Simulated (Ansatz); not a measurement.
Base system: ZrSe2 in the fluorite structure (space group Fm-3m, No. 225; a = 6.507 Å; a hypothetical phase, not in the database extracts checked; relaxed with 0.1 eV smearing). Axes: x, y, z lie along the cube axes.

Level of theory: PBEsol/PAW in Ansatz (an electronic-structure program), without spin-orbit coupling.

Now apply this change: uniaxial strain ε_yy = +1.51 %, all other strain components held at zero, atoms relaxed at fixed cell.

Task: Predict the stress tensor and what it implies for the stiffness.

Result: Stress of the strained cell less that of the base (GPa, compression positive):
```
   -0.8     0.0     0.0
    0.0    -2.4     0.0
    0.0     0.0    -0.8
```

Then −Δσ_ii/ε with ε = 0.0151 gives secant stiffness values (nonlinear terms included at this strain): C22 ≈ 159 GPa, C12 ≈ 54 GPa and C23 ≈ 54 GPa.

Stability against distortions was not tested. The final runs are not spin-polarised.
